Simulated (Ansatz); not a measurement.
The parent structure is TiB2 (space group P6/mmm, No. 191).

```
CELL_PARAMETERS angstrom
      3.01728     0.00000     0.00000
     -1.50864     2.61304     0.00000
      0.00000     0.00000     3.18495
ATOMIC_POSITIONS crystal
  Ti 0.00000 0.00000 0.00000
  B  0.33333 0.66667 0.50000
  B  0.66667 0.33333 0.50000
```

Cartesian axes are those of the cell as printed.

The values are results of PBEsol (Ansatz, a program for electronic structure; PAW; 420 eV plane waves; scalar-relativistic without spin-orbit coupling), earlier PAW set, not measurements.

Base values:

* **Shortest interatomic distance**: 1.742 Å
* **Pressure**: 0.0 GPa
* **Band gap**: zero

Now apply this change: the cell is stretched by 0.44 % along y with no lateral relaxation; the atoms relax in the strained cell.

Q: What happens to the energy relative to the base?

A: The energy goes up by 0.3 meV/atom.

Q: Predict the new shortest interatomic distance.

A: The shortest interatomic distance grows by 0.002 Å, from 1.742 Å to 1.744 Å.

Q: What does the calculation give for the pressure after the change?

A: The pressure (mean of the normal stresses, compression positive) goes from zero to -1.2 GPa.

Q: What happens to the band gap?

A: The band gap is still zero.

A case with no gap was solved on a k-mesh chosen for an insulator, which is coarse for it. Without a gap, meshes like the base's 13×13×10 leave anisotropic stresses uncertain by several tenths of a GPa, and small strain energies with them. Stability against distortions was not tested. The final runs are not spin-polarised.
